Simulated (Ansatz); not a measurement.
We consider CsCl-type CoGa, described by PBEsol (Ansatz, a first-principles code, plane waves, PAW).

Excerpt of the program's output:

```
WARN output.stress: scf.convergence.dr2_threshold = 1e-9 eV is looser than the 2e-10 eV advised for a printed stress (1e-10 eV for each atom of the cell: 2)
Crystal: 2 atoms, lattice volume = 24.278 Å³
Basis set: ecut = 520 eV, 619 PW (Γ), exchange–correlation on 48×48×48 points (8 copies of the dense FFT grid, shifted against one another)
Bands: 19, of which v1, the nominal top of the filled ones, is band 15 counted from 1 (14 counted from 0)
Symmetry: 48 space group operations
Space group: Pm-3m (ITA 221), of the structure as read, at distance tolerance 2.9e-5 Å
k-points: 286 of 8000
Functional: x = pbesol(κ = 0.804, μ = 0.12345679012345678), c = pbesol(β = 0.046)
SCF iter   1: F=—  HF=-8836.831017 eV  |F-HF|=—  |Δ(HF+E_count)|=         —  Δρ=2.33e-2  dr2=8.00e-2
SCF iter   2: F=—  HF=-8836.822603 eV  |F-HF|=—  |Δ(HF+E_count)|=   8.41e-3  Δρ=1.06e-2  dr2=1.94e-2
  ...
SCF iter   6: F=—  HF=-8836.820437 eV  |F-HF|=—  |Δ(HF+E_count)|=   6.40e-6  Δρ=1.27e-5  dr2=2.07e-8
SCF iter   7: F=-8836.820437 eV  HF=-8836.820437 eV  |F-HF|=1.46e-11  |Δ(HF+E_count)|=   6.31e-9  Δρ=5.91e-7  dr2=2.43e-11
SCF 1 converged in 7 iterations: F = -8836.820437 eV  dr2 = 2.43e-11
SCF converged after 7 iterations
Free energy (F): -8836.820437 eV
Internal energy: -8836.809296 eV  (E = F + TS)
E sigma→0 (E₀):  -8836.814866 eV
Fermi energy:    16.360473 eV
--- Forces (eV/Å), atoms counted from 1 ---
  atom   1  Ga     0.00000000    -0.00000000     0.00000000
  atom   2  Co    -0.00000000    -0.00000000    -0.00000000
--- Stress (GPa, compression-positive) ---
      -10.189666       0.000000       0.000000
        0.000000     -10.189666       0.000000
        0.000000       0.000000     -10.189666
  P = ⅓ Tr σ = -10.1897 GPa (-101.897 kbar)
```

Write an input file that could have produced this run (the log leaves some choices open).

One answer among several that fit: 
Ansatz 0.2 input:
```yaml
crystal:
  lattice:
    - [2.8955907656, 0.0, 0.0]
    - [0.0, 2.8955907656, 0.0]
    - [0.0, 0.0, 2.8955907656]
  atoms:
    - { symbol: Ga, position: [0.5, 0.5, 0.5] }
    - { symbol: Co, position: [0.0, 0.0, 0.0] }
basis:
  ecutwfc: 520
  ecutrho_ratio: 4
  xc_grid: 2
kpoints:
  mp_grid: { grid: [20, 20, 20] }
hamiltonian:
  xc: pbesol
  dispersion: none
  pseudopotentials: { kind: paw }
scf:
  occupations: { method: fermi_dirac, width: 0.05 }
  convergence: { dr2_threshold: 0.000000001 }
output:
  forces: true
  stress: true
  eigenvalues: true
```

The cell is one volume of an energy–volume scan, off the minimum.

The PAW data were made under PBE.
